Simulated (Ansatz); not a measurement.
Consider SiC in the wurtzite structure (space group P6_3mc, No. 186; a = 3.092 Å, c = 5.074 Å). Axes: x lies along a and z along c of the hexagonal cell.

Level of theory: Ansatz (an electronic-structure program), PBE, PAW, cutoff 420 eV, scalar-relativistic without spin-orbit coupling, earlier PAW set.

Base values:

| Item | Result |
|---|---|
| Shortest interatomic distance | 1.893 Å |

The change: biaxial strain +0.47 %, plane normal [001], relaxed out of plane (Cartesian); in-plane vectors clamped, the third vector and the atoms free.

**Question.** Estimate the effect on the in-plane stress.

**Answer.** The mean in-plane stress (compression positive) amounts to -2.7 GPa.

**Question.** What happens to the shortest interatomic distance?

**Answer.** The shortest interatomic distance grows by 0.007 Å, from 1.893 Å to 1.900 Å.

Whether these cells are dynamically stable was not tested.
